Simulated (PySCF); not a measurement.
PySCF 2.14.0, BP86/def2-svp, df: B(Me)(OSiH3)2 (CB(O[SiH3])O[SiH3]), 15 atoms. The geometry is a generated start, not checked to be a minimum at this level.

```json
{
  "task": "energy",
  "method": "bp86",
  "basis": "def2-svp",
  "two_electron_scheme": "density fitting",
  "mol.max_memory": "3000 MB",
  "mf.max_cycle": "100",
  "mf.init_guess": "minao (default)",
  "mf.DIIS": "CDIIS (default)",
  "mf.diis_space": "8 (default)",
  "mf.conv_tol": "1e-09 (default)",
  "mf.grids.level": "3 (default)",
  "basis_functions": "137",
  "grid_points": "182960"
}
```

```xyz
15

B      0.3076     0.2078     0.3766
C      0.8184     1.4707     1.2104
H      1.5088     1.1888     1.9990
H     -0.0194     1.9957     1.6646
H      1.3204     2.1826     0.5588
O     -0.5640     0.3520    -0.6301
Si    -1.5676     1.1710    -1.5813
H     -2.9083     0.9584    -1.0364
H     -1.3899     0.5776    -2.9067
H     -1.2356     2.5988    -1.5944
O      0.7567    -1.0164     0.6818
Si     0.7343    -2.6009     0.3624
H     -0.5959    -3.1333     0.6652
H      1.7582    -3.1151     1.2717
H      1.0763    -2.8376    -1.0417
```

One run each on 2 threads, 1 BLAS thread. Values of level_shift (Hartree) tried: 0 (default), 0.1, 0.3, 1.

**Question.** Predict the course of the Fock builds along this series.

**Answer.** Fewest Fock builds, within one of each other: 0 (default) with 13, 0.1 with 13. The count rises to 33 at 1. All converge to one solution.

| level_shift (Hartree) | Fock builds | end |
|---|---|---|
| 0 (default) | 13 | same solution |
| 0.1 | 13 | same solution |
| 0.3 | 15 | same solution |
| 1 | 33 | same solution |
